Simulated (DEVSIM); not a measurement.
System: TaN/SiO2/p-GaSb capacitor, at 400 K.

| layer (left to right) | material | thickness (nm) | Na (cm⁻³) |
|---|---|---|---|
| 1 | SiO2 | 6.40 | - |
| 2 | GaSb | 18000 | 1.1e15 |

Metal gate on the left, work function 4.4 eV. Fixed charge at the semiconductor interface 2.3e11 cm⁻² (in units of +e); no interface traps.

The device is made up for the run: typed textbook-type constants, with dimensions and the other settings drawn at random. Values at 300 K; Nc and Nv go as T^1.5, mobilities as T to minus their exponent, the gap by Varshni's rule with the affinity fixed.

| parameter | SiO2 | GaSb |
|---|---|---|
| gap (eV) | 9 | 0.726 |
| affinity (eV) | 0.9 | 4.06 |
| permittivity | 3.9 | 15.7 |
| Nc (cm⁻³) | - | 2.1e17 |
| Nv (cm⁻³) | - | 1.8e19 |
| Varshni α (eV/K) | - | 0.00042 |
| Varshni β (K) | - | 140 |

DEVSIM, 1D Poisson equation in equilibrium, Boltzmann statistics, complete ionisation; no quantum confinement or tunnelling. Metal contacts follow the ideal Schottky-Mott rule: no Fermi-level pinning, no interface dipoles.

**Question.** Tabulate band edges, carrier densities and field at -1.0 V on the gate.

**Answer.** Energies count from the Fermi level of the right contact; mesh points crowd at the junctions.

```csv
x (μm),Ec (eV),Ev (eV),n (cm⁻³),p (cm⁻³),field (V/cm)
0.000,4.500,-4.500,< 1e2,< 1e2,-1100000
0.001445,4.342,-4.658,< 1e2,< 1e2,-1100000
0.003901,4.074,-4.926,< 1e2,< 1e2,-1100000
0.005807,3.865,-5.135,< 1e2,< 1e2,-1100000
0.007857,0.614,-0.074,6.0e9,3.3e18,-160000
0.01178,0.569,-0.118,2.2e10,8.9e17,-84000
0.02156,0.515,-0.172,1.0e11,1.9e17,-38000
0.06054,0.438,-0.249,9.7e11,2.0e16,-11000
0.1434,0.386,-0.302,4.5e12,4.4e15,-3700
0.3501,0.350,-0.338,1.3e13,1.5e15,-720
0.8666,0.339,-0.348,1.7e13,1.1e15,-27
3.024,0.339,-0.349,1.7e13,1.1e15,≈ 0
7.545,0.339,-0.349,1.7e13,1.1e15,≈ 0
13.59,0.339,-0.349,1.7e13,1.1e15,≈ 0
16.70,0.339,-0.349,1.7e13,1.1e15,≈ 0
17.49,0.339,-0.349,1.7e13,1.1e15,≈ 0
17.80,0.339,-0.349,1.7e13,1.1e15,≈ 0
17.92,0.339,-0.349,1.7e13,1.1e15,≈ 0
17.98,0.339,-0.349,1.7e13,1.1e15,≈ 0
18.00,0.339,-0.349,1.7e13,1.1e15,≈ 0
18.00,0.339,-0.349,1.7e13,1.1e15,≈ 0
18.01,0.339,-0.349,1.7e13,1.1e15,≈ 0
```
